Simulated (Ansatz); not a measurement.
Worked example: self-consistent single point of Cu (I4/mmm, 1 atom in the cell) in Ansatz (a quantum-chemistry and plane-wave program).

Computed with LDA (PW92), default PAW files made with PBE (plane waves; Ansatz).

```
Cu
1.0
   -1.45508     1.45508     1.36632
    1.45508    -1.45508     1.36632
    1.45508     1.45508    -1.36632
Cu
1
Direct
  0.00000   0.00000   0.00000
```

Reference input (self-consistent single point, DFT, LDA (PW92), plane waves, default PAW files made with PBE): basis.ecutwfc = 30.9 Ry; kpoints.mp_grid.grid = 16 16 16; hamiltonian.xc = lda; hamiltonian.pseudopotentials = {kind: paw} (the program's default PAW files); scf.occupations.method = gaussian; scf.occupations.width = 0.0073 Ry. This run's input differs from it in these lines:

Ansatz 0.2 input:
```diff
@@ -8,3 +8,3 @@
 basis:
-  ecutwfc: 30.9 Ry
+  ecutwfc: 46.3 Ry
 kpoints:
```

Log, with long lists cut:

```
SCF iter   1: F=—  HF=-6555.668178 eV  |F-HF|=—  |Δ(HF+E_count)|=         —  Δρ=2.50e-2  dr2=3.24e-2  ethr=1.77e-3  ⟨swp⟩=5.2  Hψ=24778  notcnv=0
all-band conjugate gradients solve this SCF's bands
preconditioner: auto → none
SCF iter   2: F=—  HF=-6555.659835 eV  |F-HF|=—  |Δ(HF+E_count)|=   8.34e-3  Δρ=1.92e-3  dr2=3.27e-4  ethr=1.70e-4  ⟨swp⟩=2.8  Hψ=10859  notcnv=0  defer=138
   [... lines left out ...]
SCF iter   4: F=—  HF=-6555.659828 eV  |F-HF|=—  |Δ(HF+E_count)|=   4.44e-5  Δρ=3.03e-5  dr2=6.25e-8  ethr=3.55e-7  ⟨swp⟩=2.0  Hψ=8021  notcnv=0  defer=138
iter 5 did not close the SCF: its close was put off for the readings that it lacked (scf_convergence_deferred on its scf_iter line)
SCF iter   5: F=-6555.659828 eV  HF=-6555.659828 eV  |F-HF|=3.35e-9  |Δ(HF+E_count)|=   1.85e-8  Δρ=2.16e-6  dr2=1.63e-10  ethr=3.29e-10  ⟨swp⟩=2.0  Hψ=6686  notcnv=0  defer=138
SCF iter   6: F=-6555.659828 eV  HF=-6555.659828 eV  |F-HF|=7.28e-12  |Δ(HF+E_count)|=  7.82e-10  Δρ=6.99e-7  dr2=1.47e-11  ethr=1.00e-12  ⟨swp⟩=2.2  Hψ=16068  notcnv=0
SCF 1 converged in 6 iterations: F = -6555.659828 eV  dr2 = 1.47e-11
Free energy (F): -6555.659828 eV
Internal energy: -6555.656994 eV  (E = F + TS)
E sigma→0 (E₀):  -6555.658411 eV
Entropy (-TS):   -0.002834 eV (-2.834 meV/atom)
Fermi energy:    16.786152 eV
--- Forces (eV/Å), atoms counted from 1 ---
  atom   1  Cu     0.00000000    -0.00000000     0.00000000
--- Stress (GPa, compression-positive) ---
       -9.147858       0.000000      -0.000000
        0.000000      -9.147858      -0.000000
       -0.000000      -0.000000      -9.389516
  P = ⅓ Tr σ = -9.2284 GPa (-92.284 kbar)
  The stress holds the Pulay correction. Without it, at fixed plane waves, as pw.x and ABINIT print it: P = -9.2475 GPa
```

The run converged in 6 iterations. Against the reference run the free energy falls by 2.0 meV/atom and the pressure moves little (-9.21 to -9.23 GPa).

The starting cell comes from a database of computed structures (which also holds hypothetical and non-ambient phases and stackings), without a prior relaxation at this level. Its lattice was rescaled by up to half a per cent. Spin polarisation is off. Ansatz's pressure includes its estimate of the finite-basis (Pulay) stress.
